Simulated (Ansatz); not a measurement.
Consider PtS in the NiAs type structure (space group P6_3/mmc, No. 194; a = 3.704 Å, c = 5.580 Å; a hypothetical phase, not in the database extracts checked; relaxed with 0.1 eV smearing). Axes: x lies along a and z along c of the hexagonal cell.

Computed with r2SCAN (Ansatz, an electronic-structure program), no SOC.

Before the change:

The shortest interatomic distance is 2.553 Å.

Perturbation: uniaxial stress, 8 GPa compression along x, with the cell and atoms free to relax against it.

How does this affect the strain response, energy relative to the base and shortest interatomic distance?

The strain response (xx, yy, zz) is (−16.84, +48.47, −1.71) %; the energy falls by 172 meV/atom; the shortest interatomic distance shrinks by 0.1707 Å (2.553 Å → 2.383 Å).

Beyond what the load breaks, stability against distortions was not tested. The final runs are not spin-polarised. Under uniaxial stress, 8 GPa compression along x the cell changed shape so far that it is another structure.
